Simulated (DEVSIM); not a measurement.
Structure: Cr/La2O3/SiO2/p-Si capacitor, at 250 K.

```csv
layer (left to right),material,thickness (nm),Na (cm⁻³)
1,La2O3,24.0,-
2,SiO2,0.730,-
3,Si,12000,2.3e15
```

Metal gate on the left, work function 4.5 eV. Fixed charge at the semiconductor interface 1.8e11 cm⁻² (in units of +e); no interface traps.

The device is made up for the run: typed textbook-type constants, with dimensions and the other settings drawn at random. Values at 300 K; Nc and Nv go as T^1.5, mobilities as T to minus their exponent, the gap by Varshni's rule with the affinity fixed.

```csv
parameter,La2O3,SiO2,Si
gap (eV),5.8,9,1.124
affinity (eV),1.8,0.9,4.05
permittivity,27,3.9,11.7
Nc (cm⁻³),-,-,2.86e19
Nv (cm⁻³),-,-,3.1e19
Varshni α (eV/K),-,-,0.000473
Varshni β (K),-,-,636
```

Simulated with DEVSIM: 1D Poisson equation in equilibrium, Boltzmann statistics, complete ionisation; no quantum confinement or tunnelling. Metal contacts follow the ideal Schottky-Mott rule: no Fermi-level pinning, no interface dipoles.

Question: Tabulate band edges, carrier densities and field at 0.0 V on the gate.

Answer: Energies count from the Fermi level of the right contact; mesh points crowd at the junctions.

| x (μm) | Ec (eV) | Ev (eV) | n (cm⁻³) | p (cm⁻³) | field (V/cm) |
|---|---|---|---|---|---|
| 0.000 | 2.700 | -3.100 | < 1e2 | < 1e2 | -4100 |
| 0.001935 | 2.699 | -3.101 | < 1e2 | < 1e2 | -4100 |
| 0.006776 | 2.697 | -3.103 | < 1e2 | < 1e2 | -4100 |
| 0.01636 | 2.693 | -3.107 | < 1e2 | < 1e2 | -4100 |
| 0.02266 | 2.691 | -3.109 | < 1e2 | < 1e2 | -4100 |
| 0.02420 | 3.590 | -5.410 | < 1e2 | < 1e2 | -28000 |
| 0.02494 | 0.439 | -0.698 | 3.1e10 | 200000 | 18000 |
| 0.02890 | 0.446 | -0.690 | 2.2e10 | 290000 | 18000 |
| 0.03831 | 0.463 | -0.673 | 1.0e10 | 630000 | 18000 |
| 0.06432 | 0.508 | -0.628 | 1.2e9 | 5200000 | 17000 |
| 0.1362 | 0.622 | -0.515 | 6400000 | 1.0e9 | 14000 |
| 0.4607 | 0.905 | -0.231 | < 1e2 | 5.2e14 | 3300 |
| 1.232 | 0.937 | -0.199 | < 1e2 | 2.3e15 | ≈ 0 |
| 3.364 | 0.937 | -0.199 | < 1e2 | 2.3e15 | ≈ 0 |
| 9.179 | 0.937 | -0.199 | < 1e2 | 2.3e15 | ≈ 0 |
| 11.00 | 0.937 | -0.199 | < 1e2 | 2.3e15 | ≈ 0 |
| 11.67 | 0.937 | -0.199 | < 1e2 | 2.3e15 | ≈ 0 |
| 11.90 | 0.937 | -0.199 | < 1e2 | 2.3e15 | ≈ 0 |
| 11.99 | 0.937 | -0.199 | < 1e2 | 2.3e15 | ≈ 0 |
| 12.01 | 0.937 | -0.199 | < 1e2 | 2.3e15 | ≈ 0 |
| 12.02 | 0.937 | -0.199 | < 1e2 | 2.3e15 | ≈ 0 |
| 12.03 | 0.937 | -0.199 | < 1e2 | 2.3e15 | ≈ 0 |
